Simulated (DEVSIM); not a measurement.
System: abrupt GaAs p-n junction, at 350 K.

```tsv
layer (left to right)	material	thickness (μm)	Nd (cm⁻³)	Na (cm⁻³)	τn (s)	τp (s)
1	GaAs	14.0	-	7.4e16	6.4e-8	6.4e-8
2	GaAs	80.0	1.7e17	-	6.4e-8	6.4e-8
```

Left contact: ohmic. Right contact: ohmic. Voltage is applied to the left contact. Recombination: SRH at mid-gap. Mobility is μmin + (μ − μmin)/(1 + (N/Nref)^α).

The device is made up for the run: typed textbook-type constants, with dimensions and the other settings drawn at random. Values at 300 K; Nc and Nv go as T^1.5, mobilities as T to minus their exponent, the gap by Varshni's rule with the affinity fixed.

```csv
parameter,GaAs
gap (eV),1.424
affinity (eV),4.07
permittivity,12.9
Nc (cm⁻³),4.7e17
Nv (cm⁻³),9e18
μn (cm²/Vs),8500
μp (cm²/Vs),400
"μn,min",500
"μp,min",20
"Nref,n",6e16
"Nref,p",1.5e17
αn,0.39
αp,0.38
T exponent of μn,2.1
T exponent of μp,2.2
Varshni α (eV/K),0.000541
Varshni β (K),204
```

Simulated with DEVSIM: 1D drift-diffusion, Boltzmann statistics, complete ionisation; no tunnelling, impact ionisation, image-force lowering or self-heating.

The minority lifetime in layer 2 was swept, all else fixed.

```json
[
 {"minority lifetime in layer 2 (s)": "1.9e-9", "dark forward voltage at 1 A/cm² (V)": "0.973"},
 {"minority lifetime in layer 2 (s)": "6.4e-9", "dark forward voltage at 1 A/cm² (V)": "0.977"},
 {"minority lifetime in layer 2 (s)": "1.9e-8", "dark forward voltage at 1 A/cm² (V)": "0.978"},
 {"minority lifetime in layer 2 (s)": "6.4e-8", "dark forward voltage at 1 A/cm² (V)": "0.980"},
 {"minority lifetime in layer 2 (s)": "1.9e-7", "dark forward voltage at 1 A/cm² (V)": "0.980"},
 {"minority lifetime in layer 2 (s)": "6.4e-7", "dark forward voltage at 1 A/cm² (V)": "0.981"},
 {"minority lifetime in layer 2 (s)": "1.9e-6", "dark forward voltage at 1 A/cm² (V)": "0.981"}
]
```

From the first row to the last the dark forward voltage at 1 A/cm² goes from 0.973 to 0.981.
